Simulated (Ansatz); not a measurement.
TiO2 (Pbca, No. 61), treated with r²SCAN+rVV10 (PAW; Ansatz, an electronic-structure program).

Settings: plane-wave cutoff 500 eV, 8×6×8 k mesh (along the axes of the cell as run), Fermi–Dirac smearing 0.05 eV, no spin polarisation, scalar-relativistic PAW data made under PBE.

Cell (relaxed at this level):

```
TiO2
1.0
    5.12402     0.00000     0.00000
    0.00000     9.16911     0.00000
    0.00000     0.00000     5.44183
Ti O
8 16
Direct
  0.13843   0.37104   0.40490
  0.86157   0.62896   0.59510
  0.36157   0.62896   0.90490
  0.63843   0.37104   0.09510
  0.63843   0.12896   0.59510
  0.36157   0.87104   0.40490
  0.86157   0.87104   0.09510
  0.13843   0.12896   0.90490
  0.46450   0.26947   0.38947
  0.53550   0.73053   0.61053
  0.03550   0.73053   0.88947
  0.96450   0.26947   0.11053
  0.96450   0.23053   0.61053
  0.03550   0.76947   0.38947
  0.53550   0.76947   0.11053
  0.46450   0.23053   0.88947
  0.81637   0.00994   0.85056
  0.18363   0.99006   0.14944
  0.68363   0.99006   0.35056
  0.31637   0.00994   0.64944
  0.31637   0.49006   0.14944
  0.68363   0.50994   0.85056
  0.18363   0.50994   0.64944
  0.81637   0.49006   0.35056
```

Question: Predict the band gap.

Answer: 
band gap: 2.72 eV (on the SCF k mesh)

Measured, for comparison: band gap 3.26 eV (temperature not stated, not corrected to a static lattice; as tabulated in Wikipedia's data pages). Computed (rounded) less measured: band gap -0.54 eV.

Note: the relaxation could not lower the start's symmetry, so the cell can be a saddle point above a distorted one.
